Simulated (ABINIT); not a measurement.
# Equation of state of bcc Ta (space group 229): energy against volume (ABINIT, LDA)

```xyz
1
Lattice="-1.5858 1.5858 1.5858 1.5858 -1.5858 1.5858 1.5858 1.5858 -1.5858" Properties=species:S:1:pos:R:3 pbc="T T T"
Ta     0.0000     0.0000     0.0000
```

Level of theory: LDA (PW92), norm-conserving pseudopotentials (PseudoDojo nc-sr-04 LDA standard) (plane waves; ABINIT). Settings: pseudos = [Ta.upf]; ecut = 76 Ry; ixc = 7; occopt = 3; tsmear = 0.00183747 Ha; ngkpt = 25 25 25; nshiftk = 1; shiftk = 0 0 0; potentials = PseudoDojo nc-sr-04 LDA standard; nband = 12; kptopt = 1; nstep = 80; tolvrs = 1e-12. The cell above is the first row's. The rows scale it uniformly. In all rows the k mesh is held. E is the free energy at the stated smearing, counted from the lowest row.

| V (Å^3/atom) | E (meV/atom) |
|---|---|
| 15.952 | ? |
| 16.299 | 26.05 |
| 16.646 | 7.60 |
| 16.993 | 0.00 |
| 17.340 | 2.20 |
| 17.686 | 13.25 |
| 18.033 | 32.29 |
| 18.380 | 58.57 |
| 18.727 | 91.45 |

**Question.** Fit E against V with the third-order Birch-Murnaghan form, a cubic in V^(-2/3), and predict the withheld value at V = 15.952.

**Answer.** With u = V^(-2/3) - 0.148, the rows have u = 0.007558, 0.005389, 0.003293, 0.001268, -0.000685, -0.002581, -0.004417, -0.006196. Least squares gives E = 8.371 - 6311.06·u + 1144913·u² - 57575·u³. Residuals (row less fit): 0.002, -0.001, -0.002, -0.009, 0.019, 0.002, -0.019, 0.008; standard error 0.015 (degrees of freedom: 4). Its minimum lies at u = 0.002757, so V0 = (0.150757)^(-3/2) = 17.08. There d²E/du² = 2289000 and d³E/du³ = -345400, so B0 = (4/9) × 17.08^(-7/3) × 2289000 × 0.160218 = 217 GPa (the last factor turns the table's units into GPa), and B0' = 4 + (2/3) × 0.150757 × (-345400)/2289000 = 4.0. The program's pressures in the fitted runs (not shown) pass through zero at V = 17.08, 0.00 % from this V0. At the withheld row, u = 0.009806, so E = 8.371 - 6311.06 × 0.009806 + 1144913 × 0.009806² - 57575 × 0.009806³ = 56.523 meV/atom. The calculation gives 56.50 meV/atom, 0.023 meV/atom below the prediction (under 0.05 % of the range of E in the table). The row lies outside the fitted rows, so this is an extrapolation. From the scatter of the fitted rows alone, a prediction at this place has a standard error of 0.044 meV/atom, so the miss is 0.5 times that.

Carrying the step between the two nearest rows on in a straight line would have given 44.50, off by 12.00; series whose last step already gives the withheld value aren't shown. The scan was laid around a cell of about the measured size, scaled by a guess for this functional. Spin polarisation is off. Spin-orbit coupling is off. Cutoffs and mesh are single choices, not tested for convergence of this quantity. Series with a scatter that would blur these digits, or in which a gap closes, are not shown. Nor are scans whose minimum lies at an end fitted in this form.
